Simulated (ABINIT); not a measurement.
**A short convergence ladder for WSe2 (P-6m2, 3 atoms in the cell)**

```yaml
crystal:
  lattice:
    - [3.30799, 0.00000, 0.00000]
    - [-1.65399, 2.86480, 0.00000]
    - [0.00000, 0.00000, 16.60817]
  atoms:
    - { symbol: W, position: [0.00000, 0.00000, 0.00000] }
    - { symbol: Se, position: [0.33333, 0.66667, 0.09979] }
    - { symbol: Se, position: [0.33333, 0.66667, 0.90021] }
```

Base method: LDA (PW92), PAW (JTH v2.0 LDA PAW) (plane waves; ABINIT).

Base settings: pseudos = [W.LDA_PW-JTH.xml, Se.LDA_PW-JTH.xml]; ecut = 20 Ha; pawecutdg = 40 Ha; occopt = 1; ngkpt = 4 4 1; nshiftk = 1; shiftk = 0 0 0; potentials = JTH v2.0 LDA PAW; nband = 15; kptopt = 1.

The count of work is k-points × plane waves × bands × iterations; it is no time. Core times come from one kind of shared machine, to one figure; runs under 30 s give none.

**The size of the supercell around a displaced atom**

On WSe2 (P-6m2, 3 atoms in the cell), and larger cells.

In this ladder: occopt = 3; tsmear = 0.05 eV.

Steps: 1 x 1 x 1 supercell, one W atom moved by 0.02 angstrom along z; 2 x 1 x 1 supercell, one W atom moved by 0.02 angstrom along z; and so on, with the mesh thinned in proportion.

Only quantities that move along the ladder and can be compared are tabulated.

These are the values that this program gave, and no reference: the one-centre exchange-correlation terms come from a truncated expansion.

```csv
atoms,largest change of a force by the displacement (eV/Å),count of work / last,core time / last (rough)
3,0.5625,0.25,0.1
6,0.5233,1.3,0.9
12,0.5038,1.0,1
```

Smallest size that holds the largest change of a force by the displacement within 0.005 eV/Å: not settled: the last two steps still differ by 0.020 eV/Å, over half the tolerance, so the ladder does not show it.

On the base run: the starting cell comes from a database of computed structures (which also holds hypothetical and non-ambient phases and stackings), without a prior relaxation at this level. Its lattice was rescaled by up to half a per cent. Spin polarisation is off.

Geometry of the run shown, against that cell: 2 x 2 x 1 supercell, one W atom moved by 0.02 angstrom along z.
